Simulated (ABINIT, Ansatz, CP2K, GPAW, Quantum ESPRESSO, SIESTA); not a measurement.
# Ba (Im-3m, 1 atom in the cell) computed with different codes at matched settings

Self-consistent single point.

```xyz
1
Lattice="-2.5150 2.5150 2.5150 2.5150 -2.5150 2.5150 2.5150 2.5150 -2.5150" Properties=species:S:1:pos:R:3 pbc="T T T"
Ba     0.0000     0.0000     0.0000
```

All programs got the same cell, k-point mesh and kind of occupations (in Ansatz's words: kpoints.mp_grid.grid = 12 12 12; scf.occupations.method = gaussian; scf.occupations.width = 0.1 eV); potentials, basis and cutoffs are each program's usual ones.

```csv
code,model,pressure (GPa),k-points,cutoff
Ansatz,"PBE, default PAW files",-0.05,72,default
GPAW,"PBE, GPAW PAW datasets PBE (gpaw-data 1.0.1)",-0.01,72,550 eV
ABINIT,"PBE, norm-conserving pseudopotentials (PseudoDojo nc-sr-05 PBE standard)",-0.06,72,56 Ry
CP2K,"PBE, GPW, DZVP-MOLOPT-PBE-GTH basis, GTH-PBE potentials (POTENTIAL_UZH)",0.28,868,grid 500 Ry
Quantum ESPRESSO,"PBE, PseudoDojo standard norm-conserving (PBE) pseudopotentials",-0.06,72,60 Ry
SIESTA,"GGA PBE, numerical atomic orbitals TZP, PseudoDojo PBE standard norm-conserving potentials (rewritten from UPF to PSML)",5.26,948,grid 300 Ry
```

The spread over the programs that give each value: pressure within 5.32 GPa.

The starting cell has typed, rounded lattice constants, without a prior relaxation at this level. Its lattice was rescaled by a random factor within 2.5 % of one.

Question: Why do the programs differ, and what cannot be compared?

Answer: Differences of this kind can come from the potentials, where these differ, and from what each basis and cutoff leave unconverged. The zero of total energies and Fermi levels follows the potentials and each program's conventions, so they are not compared here. CP2K and SIESTA use small atom-centred bases, whose incompleteness enters pressures, forces and empty levels differently from a plane-wave cutoff. Ansatz's pressure is given at a fixed set of plane waves, as the other plane-wave codes print theirs. The programs reduce the same mesh by symmetry to different extents, which changes the work and not the result. In the pressure, SIESTA (by 5.31) lies more than 1 GPa from the median of the plane-wave programs.

Left out of this page: Elk and FLEUR (not drawn, or without a comparable value).

Ansatz is a program for electronic structure.

Keys are those of Ansatz 0.2.
